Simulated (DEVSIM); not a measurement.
Device: W/SiO2/p-InP capacitor, at 300 K.

| layer (left to right) | material | thickness (nm) | Na (cm⁻³) |
|---|---|---|---|
| 1 | SiO2 | 1.80 | - |
| 2 | InP | 1100 | 3.3e17 |

Metal gate on the left, work function 4.6 eV. Fixed charge at the semiconductor interface 2.4e11 cm⁻² (in units of +e); interface traps 1.8e11 cm⁻² eV⁻¹, uniform in energy, neutral level at 0.5 of the gap above the valence band.

This is a model device: material constants are rounded textbook-type values typed into the input, and sizes, dopings and lifetimes were drawn at random. Values at 300 K.

| parameter | SiO2 | InP |
|---|---|---|
| gap (eV) | 9 | 1.344 |
| affinity (eV) | 0.9 | 4.38 |
| permittivity | 3.9 | 12.5 |
| Nc (cm⁻³) | - | 5.7e17 |
| Nv (cm⁻³) | - | 1.1e19 |

DEVSIM, 1D Poisson equation in equilibrium, Boltzmann statistics, complete ionisation; no quantum confinement or tunnelling. Metal contacts follow the ideal Schottky-Mott rule: no Fermi-level pinning, no interface dipoles.

The interface trap density was swept, all else fixed.

```tsv
interface trap density (cm^-2 eV^-1)	minimum of the low-frequency capacitance (μF/cm²)	flat-band voltage (V)
0	0.154	-1.05
1e10	0.155	-1.05
1e11	0.168	-1.06
1.8e11	0.178	-1.06
3e11	0.193	-1.07
1e12	0.278	-1.10
2e12	0.389	-1.15
```

From the first row to the last the minimum of the low-frequency capacitance goes from 0.154 to 0.389. From the first row to the last the flat-band voltage goes from -1.05 to -1.15.
